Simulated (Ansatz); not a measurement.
Output of an Ansatz run (abridged):

```
WARN ansatz: RAYON_NUM_THREADS=1 ignored (pool sized by the plan → 1); use --threads N
basis.fft_grid_basis auto: the FFT boxes are laid along the combinations [[1, 0, -1], [0, 1, -1], [0, 0, 1]] of the cell's own vectors, 4.140, 4.140 and 7.959 …
Pseudopotentials: kind: paw
Pseudopotential: Ca, paw, valence charge 10
Pseudopotential: Cu, paw, valence charge 19
Pseudopotential: As, paw, valence charge 15
Crystal: 7 atoms, lattice volume = 112.688 Å³
Basis set: ecut = 420.4159175005146 eV, 2197 PW (Γ), FFT grids on a1−a3, a2−a3, a3
Bands: 70, of which v1, the nominal top of the filled ones, is band 58 counted from 1 (57 counted from 0)
Symmetry: 12 space group operations
Space group: R-3m (ITA 166), of the structure as read, at distance tolerance 4.8e-5 Å
k-points: 32 of 216
PAW frozen core: Ca, regenerated for the run's functional, and the local potential with it
PAW frozen core: Cu, regenerated for the run's functional, and the local potential with it
PAW frozen core: As, regenerated for the run's functional, and the local potential with it
Initial density: superposition of atomic densities (neutral atoms: chi_scale 0, normalization atom), corrected by the library's trained network
Initial wavefunctions: pseudopotential atomic-orbital guess
Eigensolver: davidson
Functional: x = slater, c = lda
SCF iter   1: F=—  HF=-37545.262358 eV  |F-HF|=—  |Δ(HF+E_count)|=         —  Δρ=1.09e-2  dr2=1.27e-1  ethr=1.77e-3  ⟨swp⟩=6.4  Hψ=8737  notcnv=0  defer=15
all-band conjugate gradients solve this SCF's bands
preconditioner: auto → LDOS
SCF iter   2: F=—  HF=-37545.387633 eV  |F-HF|=—  |Δ(HF+E_count)|=   1.25e-1  Δρ=2.87e-2  dr2=5.35e-1  ethr=1.09e-4  ⟨swp⟩=2.1  Hψ=4693  notcnv=0  defer=141
SCF iter   3: F=—  HF=-37545.244686 eV  |F-HF|=—  |Δ(HF+E_count)|=   1.43e-1  Δρ=8.22e-3  dr2=5.50e-2  ethr=1.09e-4  ⟨swp⟩=2.0  Hψ=4198  notcnv=0  defer=141
SCF iter   4: F=—  HF=-37545.235308 eV  |F-HF|=—  |Δ(HF+E_count)|=   9.38e-3  Δρ=2.22e-3  dr2=3.58e-3  ethr=4.74e-5  ⟨swp⟩=2.0  Hψ=3076  notcnv=0  defer=137
SCF iter   5: F=—  HF=-37545.234699 eV  |F-HF|=—  |Δ(HF+E_count)|=   6.09e-4  Δρ=8.61e-4  dr2=6.20e-4  ethr=3.09e-6  ⟨swp⟩=2.0  Hψ=2856  notcnv=0  defer=137
SCF iter   6: F=—  HF=-37545.234607 eV  |F-HF|=—  |Δ(HF+E_count)|=   9.21e-5  Δρ=1.83e-4  dr2=3.76e-5  ethr=5.35e-7  ⟨swp⟩=2.0  Hψ=2784  notcnv=0  defer=137
SCF iter   7: F=—  HF=-37545.234593 eV  |F-HF|=—  |Δ(HF+E_count)|=   1.43e-5  Δρ=2.67e-5  dr2=6.93e-7  ethr=3.24e-8  ⟨swp⟩=2.1  Hψ=2716  notcnv=0  defer=137
SCF iter   8: F=-37545.234593 eV  HF=-37545.234593 eV  |F-HF|=2.24e-8  |Δ(HF+E_count)|=   6.44e-8  Δρ=7.43e-6  dr2=5.40e-8  ethr=8.62e-11  ⟨swp⟩=8.9  Hψ=10465  notcnv=0
SCF 1 converged in 8 iterations: F = -37545.234593 eV  dr2 = 5.40e-8
SCF converged after 8 iterations
Free energy (F): -37545.234593 eV
Harris-Foulkes:  -37545.234593 eV  (|F-HF|=2.24e-8)
Internal energy: -37545.224194 eV  (E = F + TS)
E sigma→0 (E₀):  -37545.229393 eV
Entropy (-TS):   -0.010398 eV (-1.485 meV/atom)
Fermi energy:    13.026637 eV
--- Per-component energies (eV) ---
  E_band       = -2207.134705
  E_kinetic    = 1689.900109
  E_local      = -27431.389693  (includes V_loc(G=0)·N_el)
  E_nonlocal   = 329.957052
  E_hartree    = 12722.142234
  E_xc         = -649.509708
  E_vxc        = -791.469965  (∫ρ·V_xc dr)
  E_paw        = -10711.958318  (= ΣΔE_a)
  E_vpaw       = -1448.409442  (= ΣTr[D̂ρ^β])
  E_aug_tail   = 0.000793  (compensation charges beyond the density's cutoff)
  E_ewald      = -13500.598930
  E_core_change = 6.232266  (= ΣΔE_core)
  E_smearing   = -0.010398  (= −TS)
  E_closure    = 0.000000  (closes the sum)
  Σ components = -37545.234593   (vs F -37545.234593, Δ=0.00e0)
--- Forces (eV/Å), atoms counted from 1 ---
  atom   1  Ca     0.00000000     0.00000000     0.00000000
  atom   2  Cu     0.00000000     0.00000000     0.15434421
  atom   3  Cu     0.00000000    -0.00000000    -0.15434421
  atom   4  Cu     0.00000000    -0.00000000    -0.09139910
  atom   5  Cu     0.00000000     0.00000000     0.09139910
  atom   6  As     0.00000000    -0.00000000    -0.19613153
  atom   7  As     0.00000000     0.00000000     0.19613153
  max |Σ_I F_I| component: 2.78e-17 eV/Å
--- Stress (GPa, compression-positive) ---
       -7.878458       0.000000       0.000000
        0.000000      -7.878458       0.000000
        0.000000       0.000000      -6.764478
  P = ⅓ Tr σ = -7.5071 GPa (-75.071 kbar)
  The stress holds the Pulay correction. Without it, at fixed plane waves, as pw.x and ABINIT print it: P = -7.5655 GPa
--- Band table (eV; the first three rows and the last of 32) ---
  k-point 0: bands = ["-99.0645", "-99.0638", "-98.9003", "-98.8945", "-56.9222", "-56.9222", "-56.9213", "-56.9213", "-56.8270", "-56.8177", "-56.7789", "-56.7730", "-56.7149", "-56.7149", "-56.6871", "-56.6871", "-27.5988", "-22.7822", "-22.7822", [...]
  k-point 1: bands = ["-99.0645", "-99.0638", "-98.8999", "-98.8948", "-56.9224", "-56.9222", "-56.9213", "-56.9212", "-56.8273", "-56.8178", "-56.7786", "-56.7736", "-56.7152", "-56.7130", "-56.6885", "-56.6866", "-27.5975", "-22.7821", "-22.7821", [...]
  k-point 2: bands = ["-99.0644", "-99.0638", "-98.8991", "-98.8958", "-56.9228", "-56.9220", "-56.9214", "-56.9214", "-56.8279", "-56.8181", "-56.7780", "-56.7747", "-56.7158", "-56.7089", "-56.6916", "-56.6856", "-27.5949", "-22.7819", "-22.7818", [...]
  k-point 31: bands = ["-99.0645", "-99.0638", "-98.9002", "-98.8945", "-56.9222", "-56.9222", "-56.9213", "-56.9213", "-56.8270", "-56.8177", "-56.7789", "-56.7730", "-56.7149", "-56.7149", "-56.6871", "-56.6871", "-27.5988", "-22.7823", [...]
```

The structure:

```
CELL_PARAMETERS angstrom
      2.07008     1.19516     7.59123
     -2.07008     1.19516     7.59123
      0.00000    -2.39032     7.59123
ATOMIC_POSITIONS crystal
  Ca 0.00000 0.00000 0.00000
  Cu 0.14454 0.14454 0.14454
  Cu 0.85546 0.85546 0.85546
  Cu 0.56134 0.56134 0.56134
  Cu 0.43866 0.43866 0.43866
  As 0.25217 0.25217 0.25217
  As 0.74783 0.74783 0.74783
```

### Question
Reconstruct the input of this run.

### Answer
Other spellings and defaults could give the same log, and not every line can be read from it. The input that was run (DFT, LDA (PW92), plane waves, default PAW files made with PBE):

Ansatz 0.2 input:
```yaml
# Ca(Cu2As)2
crystal:
  lattice:
    - [2.070079, 1.195161, 7.591227]
    - [-2.070079, 1.195161, 7.591227]
    - [0.000000, -2.390321, 7.591227]
  atoms:
    - { symbol: Ca, position_ang: [0.000000, 0.000000, 0.000000] }
    - { symbol: Cu, position_ang: [0.000000, 0.000000, 3.291708] }
    - { symbol: Cu, position_ang: [0.000000, 0.000001, 19.481973] }
    - { symbol: Cu, position_ang: [0.000000, 0.000001, 12.783846] }
    - { symbol: Cu, position_ang: [0.000000, 0.000000, 9.989835] }
    - { symbol: As, position_ang: [-0.000000, 0.000000, 5.742839] }
    - { symbol: As, position_ang: [-0.000000, 0.000001, 17.030842] }
basis:
  ecutwfc: 30.9 Ry
kpoints:
  mp_grid: { grid: [6, 6, 6] }
hamiltonian:
  xc: lda
  pseudopotentials: { kind: paw }
scf:
  occupations: { method: gaussian, width: 0.0073 Ry }
output:
  forces: true
  eigenvalues: true
  stress: true
```

The starting cell comes from a database of computed structures (which also holds hypothetical and non-ambient phases and stackings), without a prior relaxation at this level. Its lattice was rescaled by up to half a per cent. Spin polarisation is off. With a pressure of about -8 GPa the cell is away from its equilibrium volume at this level. Ansatz's pressure includes its estimate of the finite-basis (Pulay) stress. The run gives no clean gap (levels at the Fermi energy touch, overlap or are partly filled at this smearing), which alone does not show that the compound is a metal.

Ansatz is a first-principles code.
